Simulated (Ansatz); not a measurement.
The starting structures come from a database of crystals and need not be the phases stable at ambient conditions.

# Evanescent states of Cs₂LiInCl₆ (R-3m, not sure to be the ambient phase, 20 atoms a cell, 28.3 Å³ an atom) along the normal of (001)

These are PBEsol (plane waves, PAW; Ansatz, a program for electronic structure) values and carry that method's errors.

No gap correction and no spin-orbit coupling; mid-gap values are interpolated between computed energies.

Energies count from the valence-band top; κ is the least over a 6×6 mesh across the current.

| E (eV) | κ (1/Å) | where |
|---|---|---|
| 0.08 | 0.204 | Γ |
| 0.24 | 0.233 | Γ |
| 0.40 | 0.255 | Γ |
| 0.56 | 0.272 | Γ |
| 0.72 | 0.287 | Γ |
| 0.88 | 0.298 | Γ |
| 1.04 | 0.307 | Γ |
| 1.20 | 0.314 | Γ |
| 1.36 | 0.318 | Γ |
| 1.52 | 0.321 | Γ |
| 1.68 | 0.322 | Γ |
| 1.84 | 0.322 | Γ |
| 2.00 | 0.319 | Γ |
| 2.16 | 0.314 | Γ |
| 2.32 | 0.307 | Γ |
| 2.48 | 0.298 | Γ |
| 2.64 | 0.284 | Γ |
| 2.80 | 0.265 | Γ |
| 2.96 | 0.237 | Γ |
| 3.12 | 0.186 | Γ |

Q: How thick must the barrier be to attenuate the transmission by 10^8 when the electrodes' Fermi level lies at 3.12 eV, and what attenuation does that film give at 1.68 eV?

A: d = 8 ln 10 / (2 × 0.186) = 49.5 Å. At 1.68 eV it gives 8 × 0.322/0.186 = 13.8 decades.
